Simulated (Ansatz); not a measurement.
Start from BaZrO₃ in the cubic perovskite structure (space group Pm-3m, No. 221; a = 4.205 Å). Axes: x, y, z lie along the cube axes.

Level of theory: Ansatz (a program for electronic structure), r2SCAN, PAW, cutoff 500 eV, without spin-orbit coupling.

A first run, uniaxial strain ε_zz = −2.08 %, gives secant values C11 ≈ 360 GPa and C12 ≈ 90 GPa from its stress. A second run applies uniaxial stress, 2 GPa compression along x.

Question: What does linear elasticity predict for Young's modulus in the second run, and what does the run give?

Answer: Linear elasticity: (C11 − C12)(C11 + 2 C12)/(C11 + C12) = 320 GPa. The run gives 290 GPa; any difference comes from nonlinear terms at these strains and numerical noise.

Stability under load was not tested beyond the relaxation.
